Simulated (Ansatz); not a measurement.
# bcc Nb (1 1 1) on rock-salt PbTe (1 1 1) (film strained to the substrate, started from cuts of the bulks and a machine-learned relaxation; slabs Pb4Te4 and Nb10, which can lie off the formulas)

A periodic stack without vacuum, bcc Nb (1 1 1) on rock-salt PbTe (1 1 1) (film strained to the substrate, started from cuts of the bulks and a machine-learned relaxation; slabs Pb4Te4 and Nb10, which can lie off the formulas): substrate slab Pb4Te4, film Nb10, surface cells [[0, 1], [-1, 0]] and [[1, -1], [0, 1]], film strained by -0.8 and -0.8 %, outermost planes Te/Pb and Nb/Nb as cut, which need not be the usual terminations and can put a slab off its formula.

The start was prepared with a machine-learned potential, and the result is one local minimum, with the in-plane cell held and forces under 0.04 eV/Å; the film can end far from its bulk form.

Level of theory: PBE (plane waves to 420 eV, PAW; Ansatz, an electronic-structure program). Scalar-relativistic, without spin–orbit coupling; the runs are not spin-polarised. Its k-point mesh 8×8×1, Fermi–Dirac width 0.05 eV.

| Item | Value |
|---|---|
| interface area | 18.7 Å² |
| period | 24.46 Å |
| heights between the nearest atoms of the two slabs at the two interfaces | 1.06 and 1.11 Å |
| Nb–Pb contacts across the interfaces within 1.22 times the sum of covalent radii | 8, mean 3.14 Å |
| Nb–Te contacts across the interfaces within 1.22 times the sum of covalent radii | 8, mean 3.07 Å |

```xyz
18
Lattice="4.6396 -0.0004 0.3145 -2.3241 4.0240 -0.1040 0.6853 -1.6806 24.5394" Properties=species:S:1:pos:R:3 pbc="T T T"
Pb     0.2367     3.0705     2.5685
Pb     2.2898     1.6632     6.5362
Pb    -0.2720     0.2756    10.2395
Pb     1.7991    -1.1136    14.1487
Te     2.7151     1.7677     0.4161
Te     4.7689     0.3706     4.4501
Te    -0.1435     2.9893     8.0506
Te     1.9300     1.5966    12.0517
Nb     3.9841     0.2018    16.3007
Nb     1.7245     1.5567    15.2388
Nb     1.5311     1.5167    18.1143
Nb    -0.7295     2.8708    17.0555
Nb    -0.9212     2.8320    19.9379
Nb     3.7893     0.1623    19.2069
Nb     3.5942     0.1251    22.0817
Nb     1.3390     1.4795    20.9721
Nb     1.1578     1.4400    23.7052
Nb     1.2074    -1.2328    22.9415
```
